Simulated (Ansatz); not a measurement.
# What pressure 5 GPa does to hypothetical diamond Zr

Start from Zr in the diamond structure (space group Fd-3m, No. 227; a = 6.137 Å; a hypothetical phase, not in the database extracts checked).

It is then changed as follows: cell and atoms relaxed at a pressure of 5 GPa.

Method: PBEsol/PAW in Ansatz (a first-principles code), without spin-orbit coupling. Settings: 13×13×13 k-points, 0.05 eV Fermi–Dirac smearing.

The volume per atom falls by 3.100 Å³ (28.90 Å³ → 25.79 Å³) and the density increases by 0.63 g/cm³ to 5.87 g/cm³. The lattice parameter a falls by 0.431 bohr (11.598 bohr → 11.167 bohr) and the shortest interatomic distance decreases by 0.1864 bohr (5.022 bohr → 4.835 bohr). The enthalpy H = E + PV relative to the base's energy is +0.85 eV/atom and the band gap stays zero.

Load acts through the strain it causes; cell and atoms are relaxed under it. Whether these cells are dynamically stable was not tested. No other phases were tried under pressure. The final runs are not spin-polarised. Zr has a high density of states at the Fermi level and may be magnetic at this level.
